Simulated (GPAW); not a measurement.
**A self-consistent single point of TaSi2 (P6_422, 9 atoms in the cell) with GPAW**

Level of theory: LDA (Perdew-Wang 92), GPAW PAW datasets LDA (gpaw-data 1.0.1) (plane waves; GPAW 25.7.0).

This input was run:

```python
from ase import Atoms
from ase.units import GPa
from gpaw import GPAW, PW

atoms = Atoms(['Ta', 'Ta', 'Ta', 'Si', 'Si', 'Si', 'Si', 'Si', 'Si'],
              cell=[[4.783900, 0.000000, 0.000000],
                    [-2.391950, 4.142979, 0.000000],
                    [0.000000, 0.000000, 6.570000]],
              positions=[[2.391950, 0.000000, 0.000000],
                         [1.195975, 2.071490, 4.380002],
                         [-1.195975, 2.071490, 2.189998],
                         [-0.000000, 1.317219, 0.000000],
                         [3.643155, 0.658609, 4.380002],
                         [1.251205, 3.484370, 2.189998],
                         [2.391950, 2.825760, 0.000000],
                         [-1.251205, 3.484370, 4.380002],
                         [1.140745, 0.658609, 2.189998]],
              pbc=True)

calc = GPAW(mode=PW(600),
            xc='LDA',
            kpts=(5, 5, 3),
            occupations={'name': 'methfessel-paxton', 'width': 0.1, 'order': 0},
            nbands=-15,
            convergence={'density': 1e-05, 'energy': 1e-05},
            symmetry={'symmorphic': False, 'tolerance': 0.0005},
            maxiter=100)

atoms.calc = calc

energy = atoms.get_potential_energy()
print('Energy (eV):', round(energy, 6))
forces = atoms.get_forces()
print('Forces (eV/Ang):')
print(forces.round(5))
stress = atoms.get_stress()
print('Stress (GPa, Voigt):', (stress / GPa).round(4))
```

Log, with long lists cut:

```
Input parameters:
  convergence: {density: 1e-05,
                energy: 1e-05}
  kpts: [5 5 3]
  maxiter: 100
  mode: {ecut: 600.0,
         name: pw}
  nbands: -15
  occupations: {name: methfessel-paxton,
                order: 0,
                width: 0.1}
  symmetry: {symmorphic: False,
             tolerance: 0.0005}

species:
  Ta:
    name: Tantalum
    Z: 73.0
    valence: 13
    core: 60
    charge: 0.0
    file: Ta.LDA.gz

    # Using partial waves for Ta as LCAO basis

  Si:
    name: Silicon
    Z: 14.0
    valence: 4
    core: 10
    charge: 0.0
    file: Si.LDA.gz

    # Using partial waves for Si as LCAO basis

Reference energy: -1318919.237843  # eV

Spin-paired calculation

Convergence criteria:
 Maximum [total energy] change in last 3 cyles: 1e-05 eV / valence electron
 Maximum integral of absolute [dens]ity change: 1e-05 electrons / valence electron
 Maximum integral of absolute [eigenst]ate change: 4e-08 eV^2 / valence electron
 Maximum number of scf [iter]ations: 100

Symmetries present (total): 12
Symmetries with fractional translations: 8
75 k-points: 5 x 5 x 3 Monkhorst-Pack grid
10 k-points in the irreducible part of the Brillouin zone
       k-points in crystal coordinates                weights
   0:     0.00000000    0.00000000    0.00000000          1/75
   1:     0.00000000    0.00000000    0.33333333          2/75
   2:     0.20000000    0.00000000    0.00000000          6/75
   3:     0.20000000    0.00000000    0.33333333         12/75
   4:     0.40000000   -0.20000000    0.00000000          6/75
   5:     0.40000000   -0.20000000    0.33333333         12/75
   6:     0.40000000    0.00000000    0.00000000          6/75
   7:     0.40000000    0.00000000    0.33333333         12/75
   8:     0.40000000    0.40000000    0.00000000          6/75
   9:     0.40000000    0.40000000    0.33333333         12/75

Wave functions: Plane wave expansion
  Cutoff energy: 600.000 eV
  Number of coefficients (min, max): 4326, 4400
  Pulay-stress correction: 0.000000 eV/Ang^3 (de/decut=0.000000)

Occupation numbers: Methfessel-Paxton:
  width: 0.1000  # eV
  order: 0

Eigensolver

Densities:
  Coarse grid: 28*28*42 grid
  Fine grid: 56*56*84 grid
  Total Charge: 0.000000

Density mixing:
  Method: separate
  Backend: pulay
  Linear mixing parameter: 0.05
  old densities: 5
  Damping of long wavelength oscillations: 50

Hamiltonian:
  XC and Coulomb potentials evaluated on a 56*56*84 grid
  External potential:
    NoExternalPotential

Number of atoms: 9
Number of atomic orbitals: 63
Number of bands in calculation: 46
Number of valence electrons: 63
Bands to converge: occupied

Density initialized from atomic densities
  46 bands from LCAO basis set

Atomic positions and initial magnetic moments

Positions:
   0 Ta     2.391950    0.000000    0.000000    ( 0.0000,  0.0000,  0.0000)
   1 Ta     1.195975    2.071490    4.380002    ( 0.0000,  0.0000,  0.0000)
   2 Ta    -1.195975    2.071490    2.189998    ( 0.0000,  0.0000,  0.0000)
   3 Si    -0.000000    1.317219    0.000000    ( 0.0000,  0.0000,  0.0000)
   4 Si     3.643155    0.658609    4.380002    ( 0.0000,  0.0000,  0.0000)
   5 Si     1.251205    3.484370    2.189998    ( 0.0000,  0.0000,  0.0000)
   6 Si     2.391950    2.825760    0.000000    ( 0.0000,  0.0000,  0.0000)
   7 Si    -1.251205    3.484370    4.380002    ( 0.0000,  0.0000,  0.0000)
   8 Si     1.140745    0.658609    2.189998    ( 0.0000,  0.0000,  0.0000)

Unit cell:
           periodic     x           y           z      points  spacing
  1. axis:    yes    4.783900    0.000000    0.000000    28     0.1480
  2. axis:    yes   -2.391950    4.142979    0.000000    28     0.1480
  3. axis:    yes    0.000000    0.000000    6.570000    42     0.1564

  Lengths:   4.783900   4.783900   6.570000
  Angles:   90.000000  90.000000 120.000000

Effective grid spacing dv^(1/3) = 0.1581

     iter     time        total  log10-change:
                         energy   eigst   dens
iter:   1 --:--:--   -73.497487
iter:   2 --:--:--   -73.687222   -0.82  -1.20
iter:   3 --:--:--   -73.857507   -0.95  -1.21
iter:   4 --:--:--   -73.811021   -2.22  -1.71
iter:   5 --:--:--   -73.444792   -1.27  -1.72
iter:   6 --:--:--   -73.505307   -2.38  -2.08
iter:   7 --:--:--   -73.459695   -3.13  -2.15
iter:   8 --:--:--   -73.437510   -2.55  -2.23
iter:   9 --:--:--   -73.438051   -3.40  -3.12
iter:  10 --:--:--   -73.438118c  -4.38  -3.16
iter:  11 --:--:--   -73.438125c  -4.93  -3.18
iter:  12 --:--:--   -73.438094c  -5.71  -3.50
iter:  13 --:--:--   -73.438213c  -4.76  -3.55
iter:  14 --:--:--   -73.438157c  -6.58  -3.38
iter:  15 --:--:--   -73.438095c  -5.03  -3.51
iter:  16 --:--:--   -73.438095c  -6.16  -4.20
iter:  17 --:--:--   -73.438095c  -7.59c -4.29
iter:  18 --:--:--   -73.438093c  -6.79  -4.36
iter:  19 --:--:--   -73.438092c  -8.40c -4.40
iter:  20 --:--:--   -73.438092c  -7.42c -4.47
iter:  21 --:--:--   -73.438090c  -8.70c -4.49
iter:  22 --:--:--   -73.438089c  -8.23c -4.57
iter:  23 --:--:--   -73.438089c  -9.99c -4.63
iter:  24 --:--:--   -73.438090c  -8.26c -4.66
iter:  25 --:--:--   -73.438090c  -8.53c -5.00c

Converged after 25 iterations.

Dipole moment: (-0.000011, 0.000007, -0.000000) |e|*Ang

Energy contributions relative to reference atoms: (reference = -1318919.237843)

Kinetic:        +61.169719
Potential:      -50.159469
External:        +0.000000
XC:             -83.426756
Entropy (-ST):   -0.017041
Local:           -1.013063
SIC:             +0.000000
--------------------------
Free energy:    -73.446610
Extrapolated:   -73.438090

Showing only first 2 kpts
 Kpt  Band  Eigenvalues  Occupancy
  0    29      9.07325    2.00000
  0    30      9.07333    2.00000
  0    31      9.82029    2.00000
  0    32     11.95402    0.00000

  1    29      9.33509    2.00000
  1    30      9.65469    2.00000
  1    31     11.00099    1.99822
  1    32     12.84410    0.00000

Fermi level: 11.22191

No gap
No difference between direct/indirect transitions
Energy (eV): -73.43809

Forces in eV/Ang:
  0 Ta    0.00000    0.00000   -0.00000
  1 Ta    0.00000    0.00000    0.00000
  2 Ta    0.00000    0.00000   -0.00000
  3 Si   -0.00000    0.02702    0.00000
  4 Si   -0.02340    0.01351   -0.00000
  5 Si   -0.02340   -0.01351    0.00000
  6 Si    0.00000   -0.02702    0.00000
  7 Si    0.02340   -0.01351    0.00000
  8 Si    0.02340    0.01351   -0.00000

Stress tensor:
     0.028275     0.000000     0.000000
     0.000000     0.028275     0.000000
     0.000000     0.000000     0.038972
Stress (GPa, Voigt): [4.5302 4.5302 6.2441 0.     0.     0.    ]
```

The run converged in 25 iterations. GPAW prints stress with tension positive.

The starting cell comes from a database of published, mostly measured structures (it also holds non-ambient and calculated ones), without a prior relaxation at this level. Spin-orbit coupling is off. Spin polarisation is off. With a pressure of about -5 GPa the cell is away from its equilibrium volume at this level.

Cost on one core of a shared machine: roughly 80 s.
